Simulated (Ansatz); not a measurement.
The starting structures come from a database of crystals and need not be the phases stable at ambient conditions.

Given:

```yaml
crystal:
  lattice:
    - [5.01326, 0.00000, 0.00000]
    - [0.00000, 13.92287, 0.00000]
    - [2.50663, 4.64096, 1.44720]
  atoms:
    - { symbol: Zn, position: [0.00000, 0.63151, 0.00000] }
    - { symbol: Zn, position: [0.00000, 0.36849, 0.00000] }
    - { symbol: Ge, position: [0.00000, 0.84388, 0.00000] }
    - { symbol: Ge, position: [0.00000, 0.15612, 0.00000] }
    - { symbol: O, position: [0.65381, 0.21524, 0.08470] }
    - { symbol: O, position: [0.34619, 0.78476, 0.91530] }
    - { symbol: O, position: [0.73851, 0.95374, 0.86918] }
    - { symbol: O, position: [0.26149, 0.04626, 0.13082] }
    - { symbol: O, position: [0.60769, 0.56143, 0.04612] }
    - { symbol: O, position: [0.39231, 0.43857, 0.95388] }
```

Space group of this cell: R-3. The cell was relaxed by PBE-D3(BJ); by r2SCAN its mean pressure is -5.5 GPa.

Transport runs along the normal of the first two printed cell vectors, the (100) plane of the conventional cell.

The gap is the functional's own. No spin-orbit coupling. Mid-gap values are interpolated on the energy grid.

### Question
State the band gap and the smallest decay constant κ at mid-gap according to r2SCAN (Ansatz, a program for electronic structure).

### Answer
Gap 2.93 eV on a 20×20×20 mesh; κ = 0.235 1/Å, at the zone centre.
